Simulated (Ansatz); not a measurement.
The starting structures come from a database of crystals and need not be the phases stable at ambient conditions.

The decay constant κ of evanescent states in the gap governs leakage through a thin film.

Here is the system:

```xyz
12
Lattice="4.6460 0.0000 0.0000 0.0000 4.7387 0.0000 0.0000 0.0000 4.8637" Properties=species:S:1:pos:R:3 pbc="T T T"
Mg     1.2262     1.1921     4.7197
Mg     3.4198     3.5614     0.1440
Mg     1.2262     3.5614     2.5759
Mg     3.4198     1.1921     2.2879
H      2.0723     4.6021     1.1809
H      2.5738     2.2328     3.6829
H      2.0723     2.2328     1.2510
H      2.5738     4.6021     3.6127
H      4.2110     3.0273     1.8472
H      0.4350     0.6580     3.0166
H      4.2110     0.6580     0.5847
H      0.4350     3.0273     4.2790
```

Space group of this cell: Pca2_1. The cell is taken as given.

Transport runs along the normal of the first two printed cell vectors.

The gap is the functional's own. No spin-orbit coupling. Mid-gap values are interpolated on the energy grid.

Q: Compute, with r2SCAN (Ansatz, a program for electronic structure), the band gap and the smallest decay constant κ at mid-gap.

A: Gap 2.85 eV on a 8×6×6 mesh; κ = 0.286 1/Å, at (0.500, 0.167) of the in-plane reciprocal vectors. At the zone centre, at the nearest computed energy, the slowest state has κ = 0.35 1/Å.
